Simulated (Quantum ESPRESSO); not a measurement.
**Habitual settings against a tight run: Cu₂HgGeSe₄ (I-42m, 8 atoms in the cell)**

Self-consistent single point.

```yaml
crystal:
  lattice:
    - [-2.87050, 2.87050, 5.48821]
    - [2.87050, -2.87050, 5.48821]
    - [2.87050, 2.87050, -5.48821]
  atoms:
    - { symbol: Cu, position: [0.75000, 0.25000, 0.50000] }
    - { symbol: Cu, position: [0.25000, 0.75000, 0.50000] }
    - { symbol: Ge, position: [0.50000, 0.50000, 0.00000] }
    - { symbol: Hg, position: [0.00000, 0.00000, 0.00000] }
    - { symbol: Se, position: [0.40778, 0.40778, 0.54058] }
    - { symbol: Se, position: [0.59222, 0.13280, 0.00000] }
    - { symbol: Se, position: [0.86720, 0.86720, 0.45942] }
    - { symbol: Se, position: [0.13280, 0.59222, 0.00000] }
```

Method: PBEsol, GBRV 1.5 ultrasoft (PBESOL) pseudopotentials (plane waves; Quantum ESPRESSO).

Base settings: ecutwfc = 50 Ry; ecutrho = 400 Ry; occupations = smearing; smearing = marzari-vanderbilt; degauss = 0.0036749 Ry; K_POINTS = automatic 4 4 4 0 0 0; conv_thr = 1e-10 Ry.

Tight run (finer mesh or higher cutoff; not a proven limit): ecutwfc: 50 Ry → 70 Ry; ecutrho: 400 Ry → 560 Ry; conv_thr: 1e-10 Ry → 7.3e-11 Ry; K_POINTS: automatic 4 4 4 0 0 0 → automatic 6 6 6 0 0 0. It gave Fermi level (on the code's own zero) 7.55 eV; pressure 0.48 GPa; largest force (vector length) 0.157 eV/Å.

Quick runs, as changes from the base:
- A: the base itself
- B: ecutwfc: 50 Ry → 30 Ry; ecutrho: 400 Ry → 240 Ry; smearing: marzari-vanderbilt → methfessel-paxton; degauss: 0.0036749 Ry → 0.0147 Ry; conv_thr: 1e-10 Ry → 7.3e-06 Ry; K_POINTS: automatic 4 4 4 0 0 0 → automatic 6 6 6 0 0 0
- C: ecutwfc: 50 Ry → 25 Ry; ecutrho: 400 Ry → 200 Ry; smearing: marzari-vanderbilt → methfessel-paxton; degauss: 0.0036749 Ry → 0.019992 Ry; K_POINTS: automatic 4 4 4 0 0 0 → automatic 2 2 2 0 0 0
- D: K_POINTS: automatic 4 4 4 0 0 0 → automatic 4 4 4 1 1 1
- E: ecutwfc: 50 Ry → 30 Ry; ecutrho: 400 Ry → 240 Ry; smearing: marzari-vanderbilt → fermi-dirac; degauss: 0.0036749 Ry → 0.036749 Ry; K_POINTS: automatic 4 4 4 0 0 0 → automatic 1 1 1 1 1 1

Energies are extrapolated to zero smearing width, which holds to low order in the width alone (under cold and Methfessel-Paxton smearing the free energy itself is taken).

Dashes: pressure of B, not trusted under this conv_thr with d or f elements.

The count of work is k-points × plane waves × bands × iterations; it is no time. Core times come from one kind of shared machine and are given to one figure; runs under 30 s give none.

The starting cell comes from a database of computed structures (which also holds hypothetical and non-ambient phases and stackings), without a prior relaxation at this level. Its lattice was rescaled by a random factor within 2.5 % of one. Spin polarisation is off. The run gives no clean gap (levels at the Fermi energy touch, overlap or are partly filled at this smearing), which alone does not show that the compound is a metal.

```tsv
run	energy less tight (meV/atom)	pressure less tight (GPa)	largest miss in a force vector (eV/Å)	count of work / tight	core time / tight (rough)
A	7.7	-0.09	0.004	0.28	0.3
B	283.3	–	0.024	0.18	0.1
C	2063.4	-88.84	0.162	0.026	0.07
D	6.1	-0.14	0.006	0.23	0.3
E	373.1	-13.83	0.443	0.0079	0.06
```

Among the runs at the tight run's level, the energy misses run from 6.1 to 2063.4 meV/atom.

Left out of this page: 1 run of the series outside the window shown, repeating another row's setting, or not comparable.
